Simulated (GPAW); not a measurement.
GPAW is run on MgAl2Sn2 (P-3m1, 5 atoms in the cell), and the run fails. The aim is a self-consistent single point with DFT PBEsol, plane waves, GPAW PAW datasets PBEsol (made by gpaw-setup).

This input was run:

```python
from ase import Atoms
from ase.units import GPa
from gpaw import GPAW

atoms = Atoms(['Mg', 'Al', 'Al', 'Sn', 'Sn'],
              cell=[[4.390363, 0.000000, 0.000000],
                    [-2.195182, 3.802166, 0.000000],
                    [0.000000, 0.000000, 7.109970]],
              scaled_positions=[[0.000000, 0.000000, 0.000000],
                                [0.666667, 0.333333, 0.374780],
                                [0.333333, 0.666667, 0.625220],
                                [0.666667, 0.333333, 0.768220],
                                [0.333333, 0.666667, 0.231780]],
              pbc=True)

calc = GPAW(mode={'name': 'pw', 'ecut': 850},
            xc='PBEsol',
            kpts={'size': (6, 6, 3), 'gamma': True},
            occupations={'name': 'methfessel-paxton', 'width': 0.1, 'order': 1},
            nbands=21,
            convergence={'density': 1e-05, 'energy': 1e-05},
            symmetry={'symmorphic': False, 'tolerance': 0.0005},
            maxiter=100,
            txt='-')

atoms.calc = calc

energy = atoms.get_potential_energy()
print('Energy (eV):', round(energy, 6))
forces = atoms.get_forces()
print('Forces (eV/Ang):')
print(forces.round(5))
stress = atoms.get_stress()
print('Stress (GPa, Voigt):', (stress / GPa).round(4))
```

Output, abridged:

```
Input parameters:
  convergence: {density: 1e-05,
                energy: 1e-05}
  kpts: {gamma: True,
         size: (6, 6, 3)}
  maxiter: 100
  mode: {ecut: 850,
         name: pw}
  nbands: 21
  occupations: {name: methfessel-paxton,
                order: 1,
                width: 0.1}
  symmetry: {symmorphic: False,
             tolerance: 0.0005}
  xc: PBEsol

species:
  Mg:
    name: Magnesium
    Z: 12.0
    valence: 10
    core: 2
    charge: 0.0
    file: Mg.PBEsol.gz

    # Using partial waves for Mg as LCAO basis

  Al:
    name: Aluminium
    Z: 13.0
    valence: 3
    core: 10
    charge: 0.0
    file: Al.PBEsol.gz

    # Using partial waves for Al as LCAO basis

  Sn:
    name: Tin
    Z: 50.0
    valence: 14
    core: 36
    charge: 0.0
    file: Sn.PBEsol.gz

    # Using partial waves for Sn as LCAO basis

Reference energy: -354489.747476  # eV

Spin-paired calculation

Traceback (most recent call last):
   [... frames left out ...]
ValueError: Too few bands!  Electrons: 44.000000, bands: 21
```

Read the log: what does the program object to, and what is the fix?

The fault is too few bands; here the program stops on it instead of giving results. To fix it, raise the band count or leave it to the default. The program stopped before any SCF iteration.

An input that runs soundly differs in these lines (not the only fix; some lines may just follow from the change or write a value another way):
```diff
-            nbands=21,
+            nbands=-9,
```

With that input, the run converged in 25 iterations: free energy E − TS (from the program's reference atoms) -18.6624 eV; Fermi level (on the code's own zero) 5.62 eV; pressure 0.62 GPa; largest force (vector length) 0.303 eV/Å (DFT PBEsol, plane waves, GPAW PAW datasets PBEsol (made by gpaw-setup)).

On the sound input: the starting cell comes from a database of computed structures (which also holds hypothetical and non-ambient phases and stackings), without a prior relaxation at this level. Its lattice was rescaled by a random factor within 2.5 % of one.
